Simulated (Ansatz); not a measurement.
# NH2 on the 1x1 (110) surface of zinc-blende GaAs (cut with top plane As + Ga), one in a 2x1 cell, started at the site 'bridge As-Ga (span 5.0 Å)'

Host crystal: zinc-blende GaAs, with a band gap (PBE, scalar-relativistic without spin-orbit coupling).

Computed with r2SCAN, at the PBE geometry and the start's symmetry (plane waves to 500 eV, PAW; Ansatz, a first-principles code).

Slab: 23 atoms, 8.6 Å thick at the start under the adsorbate (thin: gaps and levels are the slab's own); k 3x4x1, smearing 0.01 eV, dipole-corrected; single point; no symmetry held, on the structure that PBE left; spin-polarised, ending with about 0.8 μB a cell, a value that depends on the mesh; orders that need a larger cell were not tried, no spin-orbit, no U, no dispersion correction. The slab shows no gap over 0.04 eV on its mesh. The program's check for a lower electronic state was not made. At the end it is bonded to Ga. In PBE it is, or lies within 0.03 eV of, the lowest of the starts that converged; the order may differ at this level.

```json
{
 "adsorption energy against NH3(g) − ½ H2(g) at the same level": "0.74 eV",
 "work_function_of_the_top_face": "4.92 eV",
 "change_of_the_step_from_the_bottom_to_the_top_vacuum_level_against_the_clean_slab": "-0.28 eV",
 "height of the binding atom over the mean of the host atoms within 0.3 Å of the top one": "2.484 bohr",
 "nearest_host_atoms_of_the_binding_atom": "Ga at 1.87 Å, As at 3.48 Å, As at 3.61 Å",
 "note": "in the relaxation the adsorbate left its starting site by 1.1 Å",
 "cost": "around 23 core-minutes (rough)"
}
```

A negative adsorption energy means that the adsorbate is more stable on the surface than in its reference.
